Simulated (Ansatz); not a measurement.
Consider CdSe in the wurtzite structure (space group P6_3mc, No. 186).

```yaml
crystal:
  lattice:
    - [4.38279, 0.00000, 0.00000]
    - [-2.19140, 3.79561, 0.00000]
    - [0.00000, 0.00000, 7.15437]
  atoms:
    - { symbol: Cd, position: [0.33333, 0.66667, 0.00013] }
    - { symbol: Cd, position: [0.66667, 0.33333, 0.50013] }
    - { symbol: Se, position: [0.33333, 0.66667, 0.37587] }
    - { symbol: Se, position: [0.66667, 0.33333, 0.87587] }
```

Cartesian axes are those of the cell as printed.

Calculations: Ansatz (a program for electronic structure), PBE, PAW, cutoff 420 eV, no SOC.

Base values:

```
Quantity                             Result
---------------------  --------------------
Band gap                            0.54 eV
Valence-band top at Γ  0.00, 0.00, -0.04 eV
```

Perturbation: the cell is stretched by 3.00 % along z with no lateral relaxation; the atoms relax in the strained cell.

Task: What happens to the electron mass, stress, band gap and valence-band top at Γ?

Result: The electron mass amounts to 0.055 mₑ along z, 0.051 mₑ across (at Γ); the stress (xx, yy, zz, yz, xz, xy; compression positive) is (-0.81, -0.81, -2.11, 0.00, 0.00, 0.00) GPa; the band gap decreases by 0.11 eV, from 0.54 eV to 0.43 eV; the valence-band top at Γ (three highest levels, from the VBM) changes from 0.00, 0.00, -0.04 eV to 0.00, 0.00, -0.16 eV.

Masses are band curvatures over ±0.01 Å⁻¹ around the edge. Whether these cells are dynamically stable was not tested.
